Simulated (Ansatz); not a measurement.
The starting structures come from a database of crystals and need not be the phases stable at ambient conditions.

By PBEsol, the system below comes out a metal.

A figure of merit of an interconnect metal is its ballistic conductance per area.

Given:

```
P
1.0
    2.37620     0.00000     0.00000
    0.00000     2.38977     0.00000
    0.01991     0.00000     4.75539
P
2
Direct
  0.00000   0.00000   0.25057
  0.00000   0.00000   0.74943
```

Space group of this cell: P2/m. The cell is strained (all lengths scaled by 0.98); by PBEsol its mean pressure is 6.8 GPa.

The current flows along the normal of the first two printed cell vectors. No spin-orbit coupling; the value is a mean over 0.1 eV about the Fermi level.

Q: Give the ballistic conductance per area that Ansatz (a first-principles code) with PBEsol yields.

A: 1.2 × 10¹⁵ S/m² for both spins.
